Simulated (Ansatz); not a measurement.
Band structure of Mo₂C (P4/nmm, 6 atoms in the cell).

```
CELL_PARAMETERS angstrom
      4.07252     0.00000     0.00000
      0.00000     4.07252     0.00000
      0.00000     0.00000     6.21403
ATOMIC_POSITIONS crystal
  Mo 0.00000 0.00000 0.00000
  Mo 0.50000 0.50000 0.00000
  Mo 0.50000 0.00000 0.27000
  Mo 0.00000 0.50000 0.73000
  C  0.50000 0.00000 0.70000
  C  0.00000 0.50000 0.30000
```

Level of theory: PBE (plane waves, PAW; Ansatz, an electronic-structure program).

Settings: basis.ecutwfc = 30.9 Ry; kpoints.mp_grid.grid = 6 6 4; hamiltonian.xc = pbe; hamiltonian.pseudopotentials = {kind: paw} (the program's default PAW files); scf.occupations.method = methfessel_paxton; scf.occupations.width = 0.02 Ry; kpoints.band_path.npoints = 6.

The starting cell was generated: these elements placed on a structure prototype, without a prior relaxation; it need not be a known phase or ordering of this composition. Spin polarisation is off.

Levels in eV from the Fermi level, bands 29 to 36:
```
point     29     30     31     32     33     34     35     36
-----  -----  -----  -----  -----  -----  -----  -----  -----
Γ      -0.71  -0.61  -0.61   0.02   0.20   0.33   0.33   1.04
X      -1.41  -1.41  -0.33  -0.33   0.79   0.79   0.98   0.98
M      -0.95  -0.95  -0.42  -0.42  -0.19  -0.19  -0.03  -0.03
Z      -1.06  -1.06  -0.78  -0.78  -0.48  -0.18   0.67   1.25
R      -1.37  -1.37   0.52   0.52   0.58   0.58   1.21   1.21
A      -1.03  -1.03  -0.96  -0.96   0.78   0.78   0.87   0.87
```

Bands cross the Fermi level along this path, so the cell is metallic at this level.

Keys are those of Ansatz 0.2.
